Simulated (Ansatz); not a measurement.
Consider Li in the bcc (W type) structure (space group Im-3m, No. 229).

```
Li
1.0
   -1.73874     1.73874     1.73874
    1.73874    -1.73874     1.73874
    1.73874     1.73874    -1.73874
Li
1
Direct
  0.00000   0.00000   0.00000
```

All numbers come from r2SCAN (Ansatz, a quantum-chemistry and plane-wave program), spin-orbit coupling left out.

Base values:

| Quantity | Value |
|---|---|
| Pressure | 0.0 GPa |

The change: the cell is scaled by 1.0560 in all directions, atoms relaxed at fixed cell.

Task: Predict the new pressure and energy relative to the base.

Result: The pressure goes from zero to -1.6 GPa; the energy goes up by 21 meV/atom.

The cells carry an imposed strain or load. Whether these cells are dynamically stable was not tested.
